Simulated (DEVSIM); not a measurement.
Structure: Al/Al2O3/p-Si capacitor, at 300 K.

| layer (left to right) | material | thickness (nm) | Na (cm⁻³) |
|---|---|---|---|
| 1 | Al2O3 | 9.40 | - |
| 2 | Si | 6700 | 7.3e15 |

Metal gate on the left, work function 4.1 eV. Fixed charge at the semiconductor interface 2.1e12 cm⁻² (in units of +e); no interface traps.

Constants are typed, rounded textbook-type inputs, not results; the design itself was drawn at random and stands for no fabricated device. Values at 300 K.

```csv
parameter,Al2O3,Si
gap (eV),6.8,1.124
affinity (eV),1.35,4.05
permittivity,9,11.7
Nc (cm⁻³),-,2.86e19
Nv (cm⁻³),-,3.1e19
```

DEVSIM, 1D Poisson equation in equilibrium, Boltzmann statistics, complete ionisation; no quantum confinement or tunnelling. Metal contacts follow the ideal Schottky-Mott rule: no Fermi-level pinning, no interface dipoles.

The interface trap density was swept, all else fixed.

```tsv
interface trap density (cm^-2 eV^-1)	minimum of the low-frequency capacitance (μF/cm²)	threshold voltage (band bending 2φF) (V)	flat-band voltage (V)
0	0.0322	-0.51	-1.25
1e10	0.0337	-0.51	-1.26
1e11	0.0467	-0.51	-1.27
3e11	0.0743	-0.51	-1.29
1e12	0.158	-0.49	-1.36
2e12	0.250	-0.47	-1.47
```

From the first row to the last the minimum of the low-frequency capacitance goes from 0.0322 to 0.250. From the first row to the last the threshold voltage (band bending 2φF) goes from -0.51 to -0.47.
